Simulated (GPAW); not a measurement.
## A short convergence ladder for GdIn (P4/mmm, 2 atoms in the cell)

```
CELL_PARAMETERS angstrom
      3.82658     0.00000     0.00000
      0.00000     3.82658     0.00000
      0.00000     0.00000     3.70077
ATOMIC_POSITIONS crystal
  Gd 0.00000 0.00000 0.00000
  In 0.50000 0.50000 0.50000
```
Moments meant for the start (each program seeds them in its own way; μB, in the order of the atoms Gd In): 7.0 0.0.

Base method: LDA (Perdew-Wang 92), GPAW PAW datasets LDA (gpaw-data 1.0.1) (plane waves; GPAW).

Base settings: spinpol = true; mode = pw; ecut = 800 eV; xc = LDA; kpts = 4 4 4; mesh shift (steps) = 0 0 0; occupations.name = fermi-dirac; occupations.width = 0.1 eV; nbands = -6; convergence.density = 1e-05 e/electron.

**The force threshold of a relaxation**

On GdIn (P4mm, 2 atoms in the cell): one atom moved by 0.15 angstrom.

In this ladder: optimizer = BFGS.

The mesh stays at the base's, so the ladder's end is converged at best in this setting alone.

Only quantities that move along the ladder and can be compared are tabulated.

| fmax | free energy less the last step's (meV/atom) | largest force left (eV/Å) | relaxation steps |
|---|---|---|---|
| 0.2 eV/Å | 0.10 | 0.0325 | 2 |
| 0.1 eV/Å | 0.10 | 0.0325 | 2 |
| 0.05 eV/Å | 0.10 | 0.0325 | 2 |
| 0.03 eV/Å | 0.00 | 0.0039 | 3 |
| 0.02 eV/Å | 0.00 | 0.0043 | 3 |
| 0.01 eV/Å | 0.00 | 0.0039 | 3 |
| 0.005 eV/Å | 0.00 | 0.0040 | 3 |
| 0.002 eV/Å | 0.00 | 0.0005 | 5 |
| 0.001 eV/Å | 0.00 | 0.0005 | 5 |

Coarsest fmax that holds the free energy within 0.05 meV/atom of the last step, with all finer ones: 0.03 eV/Å; the step before is off by 0.10 meV/atom.

Coarsest fmax that holds the largest force left within 0.02 eV/Å of the last step, with all finer ones: 0.03 eV/Å; the step before is off by 0.032 eV/Å.

On the base run: the starting cell comes from a database of computed structures (which also holds hypothetical and non-ambient phases and stackings), without a prior relaxation at this level. Its lattice was rescaled by up to half a per cent. With one magnetic atom in the cell only a parallel order is possible. With U or open f shells several self-consistent states can exist. The f electrons are in the valence without U or exact exchange, which can misplace them near the Fermi level. Spin-orbit terms, which matter for f shells, are left out. In the base run, with a pressure of about -4 GPa the cell is away from its equilibrium volume at this level. Without a gap this mesh is coarse (it stands for a supercell whose shortest vector is 15 Å).
